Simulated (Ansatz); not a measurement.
System: interstitial H in bixbyite In2O3 with all lengths changed by +1 % (charge state +1). These are PBE, PAW (plane waves to 420 eV; Ansatz, a program for electronic structure) values and carry that method's errors.

Cell of 80 host sites held at the strained lattice (strain from the relaxed PBE one, atoms relaxed); one k-point at (0.250, 0.250, 0.250); Fermi-Dirac width 0.01 eV, spin-restricted; finite-size errors left in. Energies are static. The charge state is imposed; whether it is stable for some Fermi level was not computed. Sites that were not tried may lie lower.

Barriers: single points on a 2×2×2 k-point mesh shifted by half a step at the bands' geometries.

A. several atoms move together, H the farthest; the atom moves 2.29 Å along (0.18, -0.04, -0.13) of the unit cell; the moving atom starts with neighbours O at 0.99, O at 1.84 Å and ends with O at 0.99, 2 O at 2.08 Å; saddle order not checked.
B. several atoms move together, H the farthest; the atom moves 2.23 Å along (0.02, 0.17, -0.12) of the unit cell; the moving atom starts with neighbours O at 0.99, O at 1.84 Å and ends with O at 0.98 Å; saddle order not checked.

Task: Put the candidates in order of forward barrier, lowest first, for PBE, PAW.

Result: A (0.59 eV), B (0.65 eV)
